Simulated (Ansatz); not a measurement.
Consider an armchair WS2 nanoribbon, N = 7, bare edges.

Levels: PBE (plane waves to 420 eV, PAW; Ansatz, a program for electronic structure); PBE with spin-orbit coupling (Ansatz); r2SCAN (plane waves to 500 eV, PAW; Ansatz). Unmarked values and the geometry are of the first. Mesh 1×1×6. No spin polarisation, so a magnetic state wasn't tested. One-dimensional cell, images about 11 Å apart. An idealised model, cut from the flat sheet. Symmetry and one short period hold its shape; lower forms weren't sought. Values not marked SOC lack spin–orbit coupling. Buckling under compression is shut out by symmetry and the short period.

Problem. Predict its relaxed size, energy and electronic structure.

Solution. 
| Item | Value |
|---|---|
| period along the axis (21 atoms) | 5.466 Å |
| largest distance between nuclei across the axis | 10.28 Å |
| edge energy against the flat WS2 sheet, per length of one edge | +0.762 eV/Å |
| PBE gap | 0.37 eV, direct at Γ |
| electron mass along the axis (PBE) | 0.77 mₑ |
| PBE+SOC gap at this geometry | 0.36 eV |
| r2SCAN gap at this geometry | 0.53 eV |
| axial stiffness dF/dε | 118 nN |
